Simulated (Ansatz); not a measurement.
ZnCdO₂ (P3m1, No. 156, 4 atoms in the cell; start mp-1215505), treated with r²SCAN+SOC in Ansatz (PAW).

Numerical settings: plane-wave cutoff 560 eV, 18×18×10 k mesh (along the axes of the cell as run), Fermi–Dirac smearing 0.05 eV, PAW data made under PBE.

Cell (relaxed with PBEsol):

CdZnO2 has the trigonal space group P3m1 (No. 156), Pearson symbol hP4. Lattice parameters: a = b = 3.369 Å, c = 5.615 Å, α = β = 90.00°, γ = 120.00°. Zn on 1a is coordinated by 4 O at 1.935–2.027 Å (tetrahedral). Cd on 1c has 4 O at 2.152–2.189 Å (tetrahedral). O1 on 1c sees 3 Zn at 2.027 Å and 1 Cd at 2.189 Å (tetrahedral). O2 on 1a is surrounded by 1 Zn at 1.935 Å and 3 Cd at 2.152 Å (tetrahedral). (Neighbours: up to the widest gap in distance over summed covalent radii, below 1.35, at either atom; cation-cation and far metal-metal contacts left out.)

What does this level give for the band gap?


- band gap: 0.41 eV (on the SCF k mesh)

Note: cell and atoms aren't relaxed at this level (largest force component 0.04 eV/Å, pressure 0.9 GPa).

Computing time: around 16 core-minutes (rough).

A start named mp-… is a Materials Project structure, which need not be a measured phase.

Ansatz is a quantum-chemistry and plane-wave program.
